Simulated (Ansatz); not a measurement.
## Effect of tensor shear ε_xz = +0.40 % on Al2O3

Start from Al2O3 in the corundum structure (space group R-3c, No. 167; a = 4.729 Å, c = 12.892 Å (hexagonal axes)). Axes: x lies along a and z along c of the hexagonal cell.

Modification: tensor shear ε_xz = +0.40 % (engineering shear γ = 0.0080); the atoms relax in the strained cell.

Method: LDA, PAW, 420 eV (Ansatz, a quantum-chemistry and plane-wave program; no SOC). k-mesh 9×9×9 (Γ-centred); smearing 0.05 eV (Fermi–Dirac).

```tsv
quantity	base	changed	shift
volume per atom	8.32 Å³	8.32 Å³	0.00 Å³
shortest interatomic distance	1.844 Å	1.841 Å	-0.0037 Å
energy relative to the base (free energy F)	0 meV/atom	+0.3 meV/atom	+0.3 meV/atom
pressure (mean of the normal stresses, compression positive)	-0.01 GPa	0.01 GPa	+0.02 GPa
band gap	6.43 eV	6.43 eV	0.00 eV
gap character	direct at Γ	direct at Γ	–
electron mass	0.43 mₑ along c, 0.39 mₑ across (at Γ)	0.43 mₑ along z, 0.39 mₑ across (at Γ)	–
valence-band top at Γ (three highest levels, from the VBM)	0.00, -0.04, -0.04 eV	0.00, -0.04, -0.04 eV	–
stress (xx, yy, zz, yz, xz, xy; compression positive)	–	(0.01, 0.00, 0.01, 0.00, -1.22, -0.15) GPa	–
```

Final structure:

```yaml
crystal:
  lattice:
    - [2.38179, 1.36520, 4.30666]
    - [-2.34741, 1.36520, 4.28775]
    - [0.01719, -2.73040, 4.29721]
  atoms:
    - { symbol: Al, position: [0.64756, 0.64834, 0.64801] }
    - { symbol: Al, position: [0.14759, 0.14839, 0.14794] }
    - { symbol: Al, position: [0.35244, 0.35166, 0.35199] }
    - { symbol: Al, position: [0.85241, 0.85161, 0.85206] }
    - { symbol: O, position: [0.75009, 0.44397, 0.05596] }
    - { symbol: O, position: [0.05570, 0.75010, 0.44424] }
    - { symbol: O, position: [0.24991, 0.55603, 0.94404] }
    - { symbol: O, position: [0.55582, 0.94405, 0.25019] }
    - { symbol: O, position: [0.94430, 0.24990, 0.55576] }
    - { symbol: O, position: [0.44418, 0.05595, 0.74981] }
```

Masses are band curvatures over ±0.01 Å⁻¹ around the edge. Whether these cells are dynamically stable was not tested. Labels are those of the standard path for the cell's own space group.
